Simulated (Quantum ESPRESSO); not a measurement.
## Variants of one calculation on a sheet of SnO (4 atoms in the cell)

```xyz
4
Lattice="3.6548 0.0000 0.0000 0.0000 3.6548 0.0000 0.0000 0.0000 16.2254" Properties=species:S:1:pos:R:3 pbc="T T T"
Sn     1.8274     0.0000     9.2253
Sn     0.0000     1.8274     7.0000
O      0.0000     0.0000     8.1127
O      1.8274     1.8274     8.1127
```

Base run A: PBEsol, GBRV 1.5 ultrasoft (PBESOL) pseudopotentials in Quantum ESPRESSO, self-consistent single point.

Its settings: ecutwfc = 40 Ry; ecutrho = 200 Ry; occupations = smearing; smearing = methfessel-paxton; degauss = 0.0036749 Ry; potentials = {Sn: sn_pbesol_v1.4.uspp.F.UPF, O: o_pbesol_v1.2.uspp.F.UPF}; K_POINTS = automatic 9 9 1 0 0 0; conv_thr = 1e-10 Ry; mixing_beta = 0.3.

The starting cell was generated: these elements placed on a structure prototype, without a prior relaxation; it need not be a known phase or ordering of this composition. Its lattice was rescaled in the plane by a random factor within 2.5 % of one. In the base run, forces exceed 1 eV/Å.

ΔF is the free energy per atom less that of run A. 

Runs:
- B: ecutwfc: 40 Ry → 32 Ry; ecutrho: 200 Ry → 160 Ry
- C: ecutrho: 200 Ry → 480 Ry
- D: lattice scaled in the plane by 0.97; ecutwfc: 40 Ry → 24 Ry; ecutrho: 200 Ry → 120 Ry
- E: nosym: default → true
- F: vacuum of 10 angstrom (first run: 14 Å)
- G: vacuum of 12.2 angstrom (first run: 14 Å); assume_isolated: default → 2D
- H: force_symmorphic: default → true
- I: occupations: smearing → tetrahedra_lin; smearing: methfessel-paxton → default; degauss: 0.0036749 Ry → default

```csv
run,ΔF (meV/atom),largest force (eV/Å),gap on the mesh (eV),k-points
A,0.00,2.350,3.044,15
B,103.2,2.350,3.046,15
C,-0.10,2.350,3.044,15
D,1395.5,3.635,3.099,15
E,0.00,2.351,3.044,41
F,0.12,2.351,3.050,15
G,1.75,2.336,3.059,15
H,0.00,2.350,3.044,15
I,0.00,2.350,3.044,15
```

Run D against A: The free energy goes up by 1.40 eV/atom, the largest force goes from 2.350 to 3.635 eV/Å and the gap on the mesh goes from 3.044 to 3.099 eV.

Run B against A: The free energy rises by 103 meV/atom, the largest force stays at 2.350 eV/Å and the gap on the mesh moves little (3.044 to 3.046 eV).

Run C against A: The free energy is nearly the same (within 1 meV/atom), the largest force stays at 2.350 eV/Å and the gap on the mesh stays at 3.044 eV.
